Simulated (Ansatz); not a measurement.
**A self-consistent single point of P (R-3m, 2 atoms in the cell) with Ansatz (a first-principles code)**

Method of the run: PBEsol, default PAW files made with PBE (plane waves; Ansatz).

The input file:

Ansatz 0.2 input:
```yaml
# P
crystal:
  lattice:
    - [1.730902, 0.999337, 3.139069]
    - [-1.730902, 0.999337, 3.139069]
    - [0.000000, -1.998674, 3.139069]
  atoms:
    - { symbol: P, position: [0.232389, 0.232389, 0.232389] }
    - { symbol: P, position: [0.772920, 0.772920, 0.772920] }
basis:
  ecutwfc: 420.0
kpoints:
  mp_grid:
    grid: [11, 11, 11]
hamiltonian:
  xc: pbesol
  pseudopotentials:
    kind: paw
scf:
  occupations:
    method: gaussian
    width: 0.1
output:
  forces: true
  eigenvalues: true
  stress: true
```

Output (repeated stretches shortened):

```
WARN ansatz: RAYON_NUM_THREADS=1 ignored (pool sized by the plan → 1); use --threads N
Pseudopotentials: kind: paw
Pseudopotential: P, paw, valence charge 5
Crystal: 2 atoms, lattice volume = 32.579 Å³
Basis set: ecut = 420 eV, 629 PW (Γ), exchange–correlation on 50×50×50 points (8 copies of the dense FFT grid, shifted against one another)
Bands: 9, of which v1, the nominal top of the filled ones, is band 5 counted from 1 (4 counted from 0)
Symmetry: 12 space group operations
Space group: R-3m (ITA 166), of the structure as read, at distance tolerance 3.2e-5 Å
k-points: 146 of 1331
PAW frozen core: P, regenerated for the run's functional, and the local potential with it
Initial density: superposition of atomic densities (neutral atoms: chi_scale 0, normalization atom), corrected by the library's trained network
Initial wavefunctions: pseudopotential atomic-orbital guess
Eigensolver: davidson
Functional: x = pbesol(κ = 0.804, μ = 0.12345679012345678), c = pbesol(β = 0.046)
SCF iter   1: F=—  HF=-1480.118039 eV  |F-HF|=—  |Δ(HF+E_count)|=         —  Δρ=2.19e-3  dr2=1.73e-3  ethr=1.77e-3  ⟨swp⟩=6.4  Hψ=11439  notcnv=0
all-band conjugate gradients solve this SCF's bands
preconditioner: auto → none
SCF iter   2: F=—  HF=-1480.117476 eV  |F-HF|=—  |Δ(HF+E_count)|=   5.63e-4  Δρ=1.19e-3  dr2=4.81e-4  ethr=1.73e-5  ⟨swp⟩=1.9  Hψ=3020  notcnv=0
SCF iter   3: F=—  HF=-1480.117420 eV  |F-HF|=—  |Δ(HF+E_count)|=   5.58e-5  Δρ=2.61e-4  dr2=3.68e-5  ethr=4.81e-6  ⟨swp⟩=2.1  Hψ=1925  notcnv=0
SCF iter   4: F=—  HF=-1480.117408 eV  |F-HF|=—  |Δ(HF+E_count)|=   1.22e-5  Δρ=6.55e-5  dr2=1.73e-6  ethr=3.68e-7  ⟨swp⟩=2.4  Hψ=1960  notcnv=0
iter 5 did not close the SCF: its close was put off for the readings that it lacked (scf_convergence_deferred on its scf_iter line)
SCF iter   5: F=-1480.117407 eV  HF=-1480.117407 eV  |F-HF|=3.66e-8  |Δ(HF+E_count)|=   9.00e-7  Δρ=1.17e-5  dr2=5.58e-8  ethr=1.73e-8  ⟨swp⟩=2.2  Hψ=1937  notcnv=0
SCF iter   6: F=-1480.117407 eV  HF=-1480.117407 eV  |F-HF|=4.39e-9  |Δ(HF+E_count)|=   1.56e-8  Δρ=4.17e-6  dr2=6.52e-9  ethr=5.58e-10  ⟨swp⟩=4.8  Hψ=7858  notcnv=0
SCF 1 converged in 6 iterations: F = -1480.117407 eV  dr2 = 6.52e-9
SCF converged after 6 iterations
Free energy (F): -1480.117407 eV
Harris-Foulkes:  -1480.117407 eV  (|F-HF|=4.39e-9)
Internal energy: -1480.115689 eV  (E = F + TS)
E sigma→0 (E₀):  -1480.116548 eV
Entropy (-TS):   -0.001718 eV (-0.859 meV/atom)
Fermi energy:    9.909570 eV
--- Per-component energies (eV) ---
  E_band       = 28.369672
  E_kinetic    = 139.681837
  E_local      = -74.294612  (includes V_loc(G=0)·N_el)
  E_nonlocal   = 67.508732
  E_hartree    = 16.071543
  E_xc         = -122.037398
  E_vxc        = -121.522195  (∫ρ·V_xc dr)
  E_paw        = -1108.044941  (= ΣΔE_a)
  E_vpaw       = -15.146914  (= ΣTr[D̂ρ^β])
  E_aug_tail   = 0.000007  (compensation charges beyond the density's cutoff)
  E_ewald      = -399.093049
  E_core_change = 0.092192  (= ΣΔE_core)
  E_smearing   = -0.001718  (= −TS)
  E_closure    = 0.000000  (closes the sum)
  Σ components = -1480.117407   (vs F -1480.117407, Δ=0.00e0)
--- Forces (eV/Å), atoms counted from 1 ---
  atom   1  P      0.00000000     0.00000000    -0.14092585
  atom   2  P      0.00000000     0.00000000     0.14092585
  max |Σ_I F_I| component: 1.85e-17 eV/Å
--- Stress (GPa, compression-positive) ---
       -3.738046      -0.000000      -0.000000
       -0.000000      -3.738046      -0.000000
       -0.000000      -0.000000      -5.270438
  P = ⅓ Tr σ = -4.2488 GPa (-42.488 kbar)
  The stress holds the Pulay correction. Without it, at fixed plane waves, as pw.x and ABINIT print it: P = -4.2829 GPa
--- Band table (eV; the first three rows and the last of 146) ---
  k-point 0: bands = ["-6.3608", "6.3436", "6.7412", "7.2965", "7.2965", "11.5482", "12.7682", "12.7682", "15.5951"]
  k-point 1: bands = ["-6.2274", "5.2489", "6.7792", "7.1992", "7.7826", "11.8681", "12.6593", "12.6967", "14.8199"]
  k-point 2: bands = ["-5.8289", "3.5495", "6.6287", "6.9715", "8.3582", "11.7618", "12.0698", "12.3016", "14.7318"]
  k-point 145: bands = ["-4.2065", "-0.9327", "6.2411", "7.0832", "9.3040", "10.2772", "11.2195", "13.0003", "17.6895"]
```

The run converged in 6 iterations.

The starting cell comes from a database of computed structures (which also holds hypothetical and non-ambient phases and stackings), without a prior relaxation at this level. Its lattice was rescaled by up to half a per cent. One atom was moved a little off its site on purpose. With a pressure of about -4 GPa the cell is away from its equilibrium volume at this level. Ansatz's pressure includes its estimate of the finite-basis (Pulay) stress.
